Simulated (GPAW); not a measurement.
A self-consistent single point of PdPt3 (I4mm, 4 atoms in the cell) with GPAW

Method of the run: PBEsol, GPAW PAW datasets PBEsol (made by gpaw-setup) (plane waves; GPAW).

Input as run:

```python
from ase import Atoms
from ase.units import GPa
from gpaw import GPAW

atoms = Atoms(['Pd', 'Pt', 'Pt', 'Pt'],
              cell=[[-1.977851, 1.977851, 3.927482],
                    [1.977851, -1.977851, 3.927482],
                    [1.977851, 1.977851, -3.927482]],
              scaled_positions=[[0.006365, 0.006365, 0.000000],
                                [0.750000, 0.250000, 0.500000],
                                [0.250000, 0.750000, 0.500000],
                                [0.500000, 0.500000, 0.000000]],
              pbc=True)

atoms.set_initial_magnetic_moments([0.0, 1.0, 1.0, 1.0])

calc = GPAW(spinpol=True,
            mode={'name': 'pw', 'ecut': 550},
            xc='PBEsol',
            kpts=(5, 5, 5),
            occupations={'name': 'fermi-dirac', 'width': 0.1},
            nbands=-8,
            convergence={'density': 1e-05, 'energy': 1e-05},
            symmetry={'symmorphic': False, 'tolerance': 0.0005},
            maxiter=120)

atoms.calc = calc

energy = atoms.get_potential_energy()
print('Energy (eV):', round(energy, 6))
forces = atoms.get_forces()
print('Forces (eV/Ang):')
print(forces.round(5))
stress = atoms.get_stress()
print('Stress (GPa, Voigt):', (stress / GPa).round(4))
```

Log, with long lists cut:

```
Input parameters:
  convergence: {density: 1e-05,
                energy: 1e-05}
  kpts: [5 5 5]
  maxiter: 120
  mode: {ecut: 550,
         name: pw}
  nbands: -8
  occupations: {name: fermi-dirac,
                width: 0.1}
  spinpol: True
  symmetry: {symmorphic: False,
             tolerance: 0.0005}
  xc: PBEsol

species:
  Pd:
    name: Palladium
    Z: 46.0
    valence: 16
    core: 30
    charge: 0.0
    file: Pd.PBEsol.gz

    # Using partial waves for Pd as LCAO basis

  Pt:
    name: Platinum
    Z: 78.0
    valence: 16
    core: 62
    charge: 0.0
    file: Pt.PBEsol.gz

    # Using partial waves for Pt as LCAO basis

Reference energy: -1637867.373189  # eV

Spin-polarized calculation.
Initial magnetic moment: 3.000000

Convergence criteria:
 Maximum [total energy] change in last 3 cyles: 1e-05 eV / valence electron
 Maximum integral of absolute [dens]ity change: 1e-05 electrons / valence electron
 Maximum integral of absolute [eigenst]ate change: 4e-08 eV^2 / valence electron
 Maximum number of scf [iter]ations: 120

Symmetries present (total): 8
Symmetries with fractional translations: 0
125 k-points: 5 x 5 x 5 Monkhorst-Pack grid
18 k-points in the irreducible part of the Brillouin zone
       k-points in crystal coordinates                weights
   0:     0.00000000    0.00000000    0.00000000          1/125
   1:     0.20000000   -0.20000000    0.00000000          4/125
   2:     0.20000000   -0.20000000    0.20000000          4/125
   [... 7 lines left out ...]
          ...
  17:     0.40000000    0.40000000    0.40000000          8/125

Wave functions: Plane wave expansion
  Cutoff energy: 550.000 eV
  Number of coefficients (min, max): 1783, 1820
  Pulay-stress correction: 0.000000 eV/Ang^3 (de/decut=0.000000)

Occupation numbers: Fermi-Dirac:
  width: 0.1000  # eV

Eigensolver

Densities:
  Coarse grid: 27*27*27 grid
  Fine grid: 54*54*54 grid
  Total Charge: 0.000000

Density mixing:
  Method: difference
  Backend: pulay
  Linear mixing parameter: 0.05
  old densities: 5
  Damping of long wavelength oscillations: 50

Hamiltonian:
  XC and Coulomb potentials evaluated on a 54*54*54 grid
  External potential:
    NoExternalPotential

XC parameters: PBEsol with 2 nearest neighbor stencil

Number of atoms: 4
Number of atomic orbitals: 48
Number of bands in calculation: 41
Number of valence electrons: 64
Bands to converge: occupied

Density initialized from atomic densities
  41 bands from LCAO basis set

Atomic positions and initial magnetic moments

Positions:
   0 Pd     0.000000   -0.000000    0.049997    ( 0.0000,  0.0000,  0.0000)
   1 Pt     0.000000    1.977851    1.963741    ( 0.0000,  0.0000,  1.0000)
   2 Pt     1.977851    0.000000    1.963741    ( 0.0000,  0.0000,  1.0000)
   3 Pt     0.000000    0.000000    3.927482    ( 0.0000,  0.0000,  1.0000)

Unit cell:
           periodic     x           y           z      points  spacing
  1. axis:    yes   -1.977851    1.977851    3.927482    27     0.1309
  2. axis:    yes    1.977851   -1.977851    3.927482    27     0.1309
  3. axis:    yes    1.977851    1.977851   -3.927482    27     0.1036

  Lengths:   4.821712   4.821712   4.821712
  Angles:  131.565597 131.565597  70.915991

Effective grid spacing dv^(1/3) = 0.1462

     iter     time        total  log10-change:  magmom
                         energy   eigst   dens
iter:   1 --:--:--   -32.621068                   +2.9923
iter:   2 --:--:--   -31.734545   -1.21  -1.19    +1.7638
iter:   3 --:--:--   -29.355577   -0.22  -1.21    +0.6896
iter:   4 --:--:--   -26.636495   -1.07  -1.40    +0.4316
iter:   5 --:--:--   -26.560962   -2.92  -1.88    +0.3842
iter:   6 --:--:--   -26.573568   -2.32  -2.08    +0.3097
iter:   7 --:--:--   -26.500398   -2.36  -2.24    +0.1799
iter:   8 --:--:--   -26.492767   -3.85  -2.62    +0.1090
iter:   9 --:--:--   -26.492662   -4.25  -2.96    -0.0105
iter:  10 --:--:--   -26.493138c  -4.38  -3.04    -0.0055
iter:  11 --:--:--   -26.492684c  -4.18  -3.10    -0.0038
iter:  12 --:--:--   -26.492575c  -5.78  -3.56    -0.0014
iter:  13 --:--:--   -26.492401c  -5.49  -3.63    -0.0011
iter:  14 --:--:--   -26.492446c  -5.90  -3.77    -0.0003
iter:  15 --:--:--   -26.492465c  -6.27  -3.93    -0.0002
iter:  16 --:--:--   -26.492484c  -7.02  -4.01    -0.0000
iter:  17 --:--:--   -26.492504c  -6.74  -4.05    -0.0000
iter:  18 --:--:--   -26.492490c  -7.44c -4.17    +0.0000
iter:  19 --:--:--   -26.492497c  -7.01  -4.21    +0.0000
iter:  20 --:--:--   -26.492495c  -7.87c -4.45    +0.0000
iter:  21 --:--:--   -26.492491c  -7.72c -4.55    +0.0000
iter:  22 --:--:--   -26.492493c  -8.74c -4.91    +0.0000
iter:  23 --:--:--   -26.492496c  -8.62c -4.98    +0.0000
iter:  24 --:--:--   -26.492495c  -9.00c -5.18c   +0.0000

Converged after 24 iterations.

Dipole moment: (0.000000, -0.000000, -1.030796) |e|*Ang

Total magnetic moment: (0.000000, 0.000000, 0.000000)
Local magnetic moments:
   0 Pd ( 0.000000,  0.000000,  0.000000)
   1 Pt ( 0.000000,  0.000000,  0.000000)
   2 Pt ( 0.000000,  0.000000,  0.000000)
   3 Pt ( 0.000000,  0.000000,  0.000000)

Energy contributions relative to reference atoms: (reference = -1637867.373189)

Kinetic:        -39.041102
Potential:      +27.021053
External:        +0.000000
XC:             -12.514411
Entropy (-ST):   -0.237618
Local:           -1.839226
SIC:             +0.000000
--------------------------
Free energy:    -26.611304
Extrapolated:   -26.492495

Spin contamination: 0.000000 electrons
Showing only first 2 kpts
                      Up                     Down
 Kpt  Band  Eigenvalues  Occupancy  Eigenvalues  Occupancy
  0    30     11.26094    0.02064     11.26094    0.02064
  0    31     11.26095    0.02063     11.26095    0.02063
  0    32     11.42168    0.00421     11.42168    0.00421
  0    33     13.13161    0.00000     13.13161    0.00000

  1    30     10.59072    0.94492     10.59072    0.94492
  1    31     10.69582    0.85710     10.69582    0.85710
  1    32     10.93279    0.35932     10.93279    0.35932
  1    33     16.00692    0.00000     16.00692    0.00000

Fermi level: 10.87496

No gap
No difference between direct/indirect transitions
Energy (eV): -26.492495

Forces in eV/Ang:
  0 Pd    0.00000    0.00000   -0.42564
  1 Pt   -0.00000   -0.00000    0.24906
  2 Pt    0.00000   -0.00000    0.24906
  3 Pt    0.00000   -0.00000   -0.07235

Stress tensor:
     0.043334     0.000000    -0.000000
     0.000000     0.043334     0.000000
    -0.000000     0.000000     0.042704
Stress (GPa, Voigt): [ 6.9429  6.9429  6.8419  0.     -0.      0.    ]
```

The run converged in 24 iterations. GPAW prints stress with tension positive.

The starting cell comes from a database of computed structures (which also holds hypothetical and non-ambient phases and stackings), without a prior relaxation at this level. Its lattice was rescaled by up to half a per cent. One atom was moved a little off its site on purpose. Spin-orbit coupling is off. The starting moments vanished: the run ended non-magnetic. With a pressure of about -7 GPa the cell is away from its equilibrium volume at this level.

Cost on one core of a shared machine: roughly 90 s.
